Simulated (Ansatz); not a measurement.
**Input and output of a self-consistent single point for TaBeB (P3m1, 3 atoms in the cell) (Ansatz, a first-principles code)**

Computed with LDA (PW92), default PAW files made with PBE (plane waves; Ansatz).

Input:

Ansatz 0.2 input:
```yaml
# TaBeB
crystal:
  lattice:
    - [3.240150, 0.000000, 0.000000]
    - [-1.620075, 2.806053, 0.000000]
    - [0.000000, 0.000000, 3.236362]
  atoms:
    - { symbol: Ta, position: [0.000000, 0.000000, 0.015449] }
    - { symbol: Be, position: [0.333333, 0.666667, 0.500000] }
    - { symbol: B, position: [0.666667, 0.333333, 0.500000] }
basis:
  ecutwfc: 420.0 eV
kpoints:
  mp_grid: { grid: [12, 12, 10] }
hamiltonian:
  xc: lda
  pseudopotentials: { kind: paw }
scf:
  occupations: { method: fermi_dirac, width: 0.1 eV }
output:
  forces: true
  eigenvalues: true
  stress: true
```

The program printed (abridged):

```
WARN the atoms were moved onto the symmetric positions of the space group found under crystal.symmetry.tolerance 1.0e-5 (fractional …
WARN ansatz: RAYON_NUM_THREADS=1 ignored (pool sized by the plan → 1); use --threads N
Pseudopotentials: kind: paw
Pseudopotential: Ta, paw, valence charge 13
Pseudopotential: Be, paw, valence charge 2
Pseudopotential: B, paw, valence charge 3
Crystal: 3 atoms, lattice volume = 29.425 Å³
Basis set: ecut = 420 eV, 587 PW (Γ)
Bands: 13, of which v1, the nominal top of the filled ones, is band 9 counted from 1 (8 counted from 0)
Symmetry: 6 space group operations
Space group: P3m1 (ITA 156), of the structure as read, at distance tolerance 3.1e-5 Å
k-points: 162 of 1440 (time reversal used)
PAW frozen core: Ta, regenerated for the run's functional, and the local potential with it
PAW frozen core: Be, regenerated for the run's functional, and the local potential with it
PAW frozen core: B, regenerated for the run's functional, and the local potential with it
Initial density: superposition of atomic densities (neutral atoms: chi_scale 0, normalization atom), corrected by the library's trained network
Initial wavefunctions: pseudopotential atomic-orbital guess
Eigensolver: davidson
Functional: x = slater, c = lda
SCF iter   1: F=—  HF=-9922.727238 eV  |F-HF|=—  |Δ(HF+E_count)|=         —  Δρ=5.59e-3  dr2=8.85e-3  ethr=1.77e-3  ⟨swp⟩=5.4  Hψ=12290  notcnv=0
all-band conjugate gradients solve this SCF's bands
preconditioner: auto → none
SCF iter   2: F=—  HF=-9922.724805 eV  |F-HF|=—  |Δ(HF+E_count)|=   2.43e-3  Δρ=3.27e-3  dr2=3.13e-3  ethr=4.92e-5  ⟨swp⟩=1.0  Hψ=3402  notcnv=0
SCF iter   3: F=—  HF=-9922.723729 eV  |F-HF|=—  |Δ(HF+E_count)|=   1.08e-3  Δρ=3.80e-4  dr2=6.48e-5  ethr=1.74e-5  ⟨swp⟩=2.0  Hψ=2891  notcnv=0
SCF iter   4: F=—  HF=-9922.723707 eV  |F-HF|=—  |Δ(HF+E_count)|=   2.12e-5  Δρ=1.01e-4  dr2=2.26e-6  ethr=3.60e-7  ⟨swp⟩=2.0  Hψ=2913  notcnv=0
SCF iter   5: F=—  HF=-9922.723707 eV  |F-HF|=—  |Δ(HF+E_count)|=   8.32e-7  Δρ=2.33e-5  dr2=2.67e-7  ethr=1.26e-8  ⟨swp⟩=2.6  Hψ=3406  notcnv=0
SCF iter   6: F=-9922.723707 eV  HF=-9922.723707 eV  |F-HF|=1.07e-8  |Δ(HF+E_count)|=   1.01e-7  Δρ=6.39e-6  dr2=1.43e-8  ethr=5.56e-10  ⟨swp⟩=5.4  Hψ=8362  notcnv=0
SCF 1 converged in 6 iterations: F = -9922.723707 eV  dr2 = 1.43e-8
SCF converged after 6 iterations
Free energy (F): -9922.723707 eV
Harris-Foulkes:  -9922.723707 eV  (|F-HF|=1.07e-8)
Internal energy: -9922.714838 eV  (E = F + TS)
E sigma→0 (E₀):  -9922.719272 eV
Entropy (-TS):   -0.008868 eV (-2.956 meV/atom)
Fermi energy:    15.986631 eV
--- Per-component energies (eV) ---
  E_band       = -98.151383
  E_kinetic    = 439.910774
  E_local      = -641.791376  (includes V_loc(G=0)·N_el)
  E_nonlocal   = 37.245767
  E_hartree    = 228.060601
  E_xc         = -270.782535
  E_vxc        = -265.923681  (∫ρ·V_xc dr)
  E_paw        = -8277.206648  (= ΣΔE_a)
  E_vpaw       = -123.715064  (= ΣTr[D̂ρ^β])
  E_aug_tail   = 0.000126  (compensation charges beyond the density's cutoff)
  E_ewald      = -1438.486572
  E_core_change = 0.335024  (= ΣΔE_core)
  E_smearing   = -0.008868  (= −TS)
  E_closure    = 0.000000  (closes the sum)
  Σ components = -9922.723707   (vs F -9922.723707, Δ=0.00e0)
--- Forces (eV/Å), atoms counted from 1 ---
  atom   1  Ta     0.00000000    -0.00000000    -0.72448451
  atom   2  Be    -0.00000000     0.00000000     0.46246863
  atom   3  B      0.00000000    -0.00000000     0.26193677
  max |Σ_I F_I| component: 7.91e-5 eV/Å
--- Stress (GPa, compression-positive) ---
       -6.436517      -0.000000       0.000000
        0.000000      -6.436517      -0.000000
        0.000000      -0.000000      -6.623187
  P = ⅓ Tr σ = -6.4987 GPa (-64.987 kbar)
  The stress holds the Pulay correction. Without it, at fixed plane waves, as pw.x and ABINIT print it: P = -6.6181 GPa
--- Band table (eV; the first three rows and the last of 162) ---
  k-point 0: bands = ["-51.7669", "-18.2725", "-18.1181", "-18.1181", "4.3172", "13.0602", "13.3295", "13.3295", "15.7415", "18.7295", "18.7295", "21.0730", "21.0730"]
  k-point 1: bands = ["-51.7658", "-18.3016", "-18.1155", "-18.1155", "4.4940", "12.6997", "13.4510", "13.4510", "15.9771", "18.0606", "18.0606", "21.1804", "21.1804"]
  k-point 2: bands = ["-51.7632", "-18.3770", "-18.1086", "-18.1086", "5.0042", "11.7798", "13.8097", "13.8097", "16.6505", "17.0027", "17.0027", "20.4258", "20.4258"]
  k-point 161: bands = ["-51.7333", "-18.4891", "-18.3565", "-18.3549", "8.0056", "9.8742", "12.4385", "12.6410", "13.5713", "19.7030", "20.9715", "22.0482", "22.4085"]
```

The run converged in 6 iterations.

The starting cell comes from a database of computed structures (which also holds hypothetical and non-ambient phases and stackings), without a prior relaxation at this level. Its lattice was rescaled by up to half a per cent. One atom was moved a little off its site on purpose. Spin-orbit coupling is off. Spin polarisation is off. With a pressure of about -6 GPa the cell is away from its equilibrium volume at this level. Ansatz's pressure includes its estimate of the finite-basis (Pulay) stress.
